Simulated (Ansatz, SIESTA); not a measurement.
## CsPdBr3 (P1, 5 atoms in the cell) computed with different codes at matched settings

Relaxation of cell and atoms.

```xyz
5
Lattice="5.4169 0.0000 0.0000 0.0020 5.4181 0.0000 0.0008 0.0015 5.4187" Properties=species:S:1:pos:R:3 pbc="T T T"
Cs     5.4145     5.3778     5.4146
Pd     2.7346     2.6274     2.7139
Br     2.7271     2.6454     0.0042
Br     2.7038     5.3381     2.6993
Br     0.0251     2.6534     2.7146
```

Shared settings, as Ansatz (an electronic-structure program) writes them: kpoints.mp_grid.grid = 3 3 3; scf.occupations.method = fermi_dirac; scf.occupations.width = 0.05 eV. Potentials and cutoffs stand in the table.

```tsv
code	model	final volume (Å³/atom)	cutoff
SIESTA	LDA PW92, numerical atomic orbitals TZP, PseudoDojo LDA standard norm-conserving potentials (rewritten from UPF to PSML)	26.48	grid 350 Ry
Ansatz	LDA (PW92), PAW files made with PBE	26.66	default
```

On Ansatz's run: spin polarisation is off.

The spread over the programs that give each value: final volume within 0.18 Å³/atom.

SIESTA uses small atom-centred bases, whose incompleteness enters pressures, forces and empty levels differently from a plane-wave cutoff. The programs treat the finite-basis stress differently while the cell relaxes: Ansatz adds an estimate of it.

The shared mesh is coarse (it stands for a supercell whose shortest vector is 16 Å), so the values are not converged in it.

The starting cell comes from a database of computed structures (which also holds hypothetical and non-ambient phases and stackings), without a prior relaxation at this level. Its lattice was rescaled by a random factor within 2.5 % of one.

Keys are those of Ansatz 0.2.
